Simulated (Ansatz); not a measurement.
# Li2S (space group Pn-3m, No. 224; a hypothetical phase, not in the database extracts checked)

```cif
data_Li4S2
_chemical_formula_sum 'Li4 S2'
_space_group_name_H-M_alt 'Pn-3m :1'
_space_group_IT_number 224
_space_group_name_Hall 'P 4n 2 3 -1n'
_cell_length_a 5.22341
_cell_length_b 5.22341
_cell_length_c 5.22341
_cell_angle_alpha 90.000
_cell_angle_beta 90.000
_cell_angle_gamma 90.000
loop_
_atom_site_label
_atom_site_type_symbol
_atom_site_symmetry_multiplicity
_atom_site_Wyckoff_symbol
_atom_site_fract_x
_atom_site_fract_y
_atom_site_fract_z
_atom_site_occupancy
Li1 Li 4 c 0.75000 0.75000 0.75000 1
S1 S 2 a 0.00000 0.00000 0.00000 1
```

All numbers come from Ansatz (a program for electronic structure), r2SCAN, PAW, cutoff 500 eV, scalar-relativistic without spin-orbit coupling. Γ-centred 7×7×7 mesh, Fermi–Dirac width 0.05 eV.

| Property | Result |
|---|---|
| Volume per atom | 23.75 Å³ |
| Density | 1.07 g/cm³ |
| Band gap | 3.40 eV, indirect, X → Γ |
| Electron mass | 0.42 mₑ |
| Hole mass (degenerate bands, along [100]) | 2.4 mₑ |
| Lowest conduction-band minima above the VBM | Γ 3.40 eV; M along ⟨110⟩ 4.86 eV |
| Total energy | -439.841 eV/atom (σ→0; compares only within this code and set-up) |

Masses are band curvatures over ±0.01 Å⁻¹ around the edge. No phonon test of stability was made.
